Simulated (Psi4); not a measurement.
Psi4 1.11, PBE/def2-svp: V(O)(Cl)2(OMe) (C[O][V](=[O])([Cl])[Cl]), 9 atoms. The geometry is a generated start, not checked to be a minimum at this level.

```
Item                                  Value
--------------------------  ---------------
task                                 energy
method                                  pbe
basis                              def2-svp
memory                                 3 GB
maxiter                                 100
keys of the molecule block      symmetry c1
scf_type                       df (default)
e_convergence               1e-06 (default)
d_convergence               1e-06 (default)
dft_radial_points              75 (default)
dft_spherical_points          302 (default)
basis functions                         124
grid points                          194250
```

```xyz
9

V      0.4993     0.5506     1.1369
O      1.9865     0.2711     1.2742
Cl    -0.3751    -0.1504     2.8314
Cl     0.2826     2.5693     1.2030
O     -0.2119    -0.0446    -0.1524
C     -0.4888    -0.6721    -1.3322
H     -0.7901     0.0707    -2.0840
H      0.4059    -1.2027    -1.6881
H     -1.3083    -1.3919    -1.1888
```

Charge 0 and multiplicity 1 are set for this test and not shown to be the ground state.

With the defaults (diis = true, scf_initial_accelerator = adiis, damping_percentage = 0, guess = auto, which took SAD, diis_max_vecs = 10, soscf = false) it converges in 13 SCF iterations. One run each on 2 threads, with these changes:
- guess = core
- diis_max_vecs = 6
- guess = gwh
- diis = false, scf_initial_accelerator = none, damping_percentage = 60
- soscf = true
- guess = sap
- guess = sadno
- diis_max_vecs = 20
- diis_max_vecs = 3

Q: Name the settings that don't reach the solution of the defaults.

A: No convergence: diis = false, scf_initial_accelerator = none, damping_percentage = 60 (the run ends without SCF convergence in 100 iterations). The rest reach the solution of the defaults.

```tsv
setting	SCF iterations	JK calls	end
soscf = true	10	31	same solution
the defaults	13	14	same solution
diis_max_vecs = 20	13	14	same solution
guess = sadno	13	13	same solution
diis_max_vecs = 6	14	15	same solution
guess = core	18	18	same solution
guess = sap	18	18	same solution
guess = gwh	19	19	same solution
diis_max_vecs = 3	67	68	same solution
diis = false, scf_initial_accelerator = none, damping_percentage = 60	100	101	no convergence
```

An SOSCF iteration holds several JK calls; a Hückel guess adds calls on atoms. 2 further runs of the study ended by our limits or in an error and are left out.
